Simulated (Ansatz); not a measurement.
Charge-transition levels above the valence-band maximum in wurtzite AlN (eV), each at one geometry relaxed with PBE and evaluated in Ansatz (a quantum-chemistry and plane-wave program) with PBE, r2SCAN. Host gaps: PBE 4.03 eV, r2SCAN 4.67 eV. Set-up: 96-site cell; 2×2×2 shifted k-points; charged states image-corrected; no Hubbard U; corrections pass 1 eV, so highly charged states may be off by several tenths; flagged in the runs: for some of the defects a host whose relaxation on this sampling wasn't shown to rest, a strain field that reaches the edge of the cell.

```json
[
 {"defect": "Fe on the Al site (+1/0)", "x: PBE (eV)": "0.48", "y: r2SCAN (eV)": "0.30"},
 {"defect": "Co on the Al site (+1/0)", "x: PBE (eV)": "0.63", "y: r2SCAN (eV)": "0.31"},
 {"defect": "Mg on the Al site + N vacancy [the Al site; N 1.90 Å away] (+1/0)", "x: PBE (eV)": "0.69", "y: r2SCAN (eV)": "1.05"},
 {"defect": "N interstitial (+1/0)", "x: PBE (eV)": "1.52", "y: r2SCAN (eV)": "1.85"},
 {"defect": "Co on the Al site (0/−1)", "x: PBE (eV)": "1.72", "y: r2SCAN (eV)": "1.84"},
 {"defect": "Ge on the Al site + N vacancy [the Al site; N 1.90 Å away] (+2/+1)", "x: PBE (eV)": "2.03", "y: r2SCAN (eV)": "2.32"},
 {"defect": "Nb on the Al site (+1/0)", "x: PBE (eV)": "2.81", "y: r2SCAN (eV)": "2.99"},
 {"defect": "N vacancy (broken-bond start) [the N site; a neighbour pushed 0.95 Å away from the vacancy, along c] (+1/0)", "x: PBE (eV)": "3.29", "y: r2SCAN (eV)": "3.60"},
 {"defect": "C on the Al site (broken-bond start) [the Al site; started 0.95 Å off site, one bond broken] (0/−1)", "x: PBE (eV)": "3.10", "y: r2SCAN (eV)": "?"}
]
```

Question: Fit a straight line to the 8 complete rows and predict the last.

Answer: Means: x = 1.646, y = 1.782; Sxx = 7.532, Sxy = 8.521. Slope 8.521 / 7.532 = 1.13, intercept 1.782 − 1.13 × 1.646 = -0.08 eV; the rows scatter by 0.23 eV about the line, and R² = 0.97. Prediction: -0.08 + 1.13 × 3.10 = 3.42 eV. The calculation gave 3.45 eV, 0.03 eV above the line, within its scatter.
